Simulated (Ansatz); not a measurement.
**ZnS: isotropic strain +1.50 %**

Base system: ZnS in the zinc blende structure (space group F-43m, No. 216; a = 5.2968 Å).

Modification: the cell is scaled by 1.0150 in all directions; the atoms relax in the strained cell.

The values are results of LDA in Ansatz (plane waves to 420 eV, PAW, without spin-orbit coupling), not measurements. Γ-centred 11×11×11 mesh, Fermi–Dirac width 0.05 eV.

The volume per atom rises by 0.849 Å³ to 19.42 Å³ and the space group is still F-43m (No. 216). The energy goes up by 9.7 meV/atom and the pressure falls by 3.497 GPa to -3.50 GPa. The band gap drops by 0.20 eV (2.13 eV → 1.93 eV) and the gap character is still direct at Γ. The mean gap deformation potential ΔEg/Δln V is -4.5 eV and the width of the top valence band shrinks by 0.18 eV, from 3.01 eV to 2.83 eV. The electron mass changes from 0.17 mₑ (at Γ) to 0.16 mₑ (at Γ) and the hole mass (degenerate bands, along [100]) goes from 0.18, 0.63, 0.63 mₑ (at Γ) to 0.17, 0.67, 0.67 mₑ (at Γ). The valley order (the lowest conduction-band minima on the path, energy above the VBM, named in the base's zone) changes from Γ 2.13 eV; X along ⟨100⟩ 3.05 eV; L along ⟨111⟩ 3.20 eV to Γ 1.93 eV; L along ⟨111⟩ 3.12 eV; X along ⟨100⟩ 3.15 eV.

Final structure:

```yaml
crystal:
  lattice:
    - [0.00000, 2.68814, 2.68814]
    - [2.68814, 0.00000, 2.68814]
    - [2.68814, 2.68814, 0.00000]
  atoms:
    - { symbol: Zn, position: [0.00000, 0.00000, 0.00000] }
    - { symbol: S, position: [0.75000, 0.75000, 0.75000] }
```

Masses are band curvatures over ±0.01 Å⁻¹ around the edge. Whether these cells are dynamically stable was not tested.

Ansatz is a quantum-chemistry and plane-wave program.
